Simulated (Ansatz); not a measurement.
GaN, pressure series

Consider GaN in the zinc blende structure (space group F-43m, No. 216; a = 4.4979 Å).

Cell and atoms are relaxed at each pressure.

The values are results of r2SCAN in Ansatz (plane waves to 500 eV, PAW, no spin-orbit coupling), not measurements.

Notes on the quantities. hole mass: degenerate bands, along [100]; enthalpy: H = E + PV relative to the base's energy.

```json
[
 {"change": "base", "electron mass": "0.17 mₑ (at Γ)", "hole mass": "0.18, 0.86, 0.86 mₑ (at Γ)", "enthalpy": "–", "band gap": "2.17 eV"},
 {"change": "pressure −2 GPa", "electron mass": "0.17 mₑ (at Γ)", "hole mass": "0.17, 0.86, 0.86 mₑ (at Γ)", "enthalpy": "-0.14 eV/atom", "band gap": "2.10 eV"},
 {"change": "pressure −1 GPa", "electron mass": "0.17 mₑ (at Γ)", "hole mass": "0.18, 0.86, 0.86 mₑ (at Γ)", "enthalpy": "-0.07 eV/atom", "band gap": "2.13 eV"},
 {"change": "pressure 0.9 GPa", "electron mass": "0.17 mₑ (at Γ)", "hole mass": "0.18, 0.86, 0.86 mₑ (at Γ)", "enthalpy": "+0.06 eV/atom", "band gap": "2.20 eV"},
 {"change": "pressure 2.1 GPa", "electron mass": "0.18 mₑ (at Γ)", "hole mass": "0.18, 0.85, 0.85 mₑ (at Γ)", "enthalpy": "+0.15 eV/atom", "band gap": "2.24 eV"},
 {"change": "pressure 4.5 GPa", "electron mass": "0.18 mₑ (at Γ)", "hole mass": "0.19, 0.84, 0.84 mₑ (at Γ)", "enthalpy": "+0.32 eV/atom", "band gap": "2.32 eV"},
 {"change": "pressure 9 GPa", "electron mass": "0.19 mₑ (at Γ)", "hole mass": "0.20, 0.83, 0.83 mₑ (at Γ)", "enthalpy": "+0.63 eV/atom", "band gap": "2.45 eV"},
 {"change": "pressure 15 GPa", "electron mass": "0.20 mₑ (at Γ)", "hole mass": "0.21, 0.82, 0.82 mₑ (at Γ)", "enthalpy": "+1.03 eV/atom", "band gap": "2.61 eV"},
 {"change": "pressure 22.5 GPa", "electron mass": "0.21 mₑ (at Γ)", "hole mass": "0.22, 0.81, 0.81 mₑ (at Γ)", "enthalpy": "+1.52 eV/atom", "band gap": "2.80 eV"},
 {"change": "pressure 30 GPa", "electron mass": "0.22 mₑ (at Γ)", "hole mass": "0.23, 0.80, 0.80 mₑ (at Γ)", "enthalpy": "+2.00 eV/atom", "band gap": "2.96 eV"}
]
```

Load acts through the strain it causes; cell and atoms are relaxed under it. Effective masses come from finite differences of ±0.01 Å⁻¹. No phonon test of stability was made. Tetrahedral semiconductors of this kind turn to denser phases somewhere between about 1 and 50 GPa; those were not computed, so compressed cells here can lie past the real transition. This is not the structure that GaN has at room temperature and ambient pressure.

Ansatz is a first-principles code.
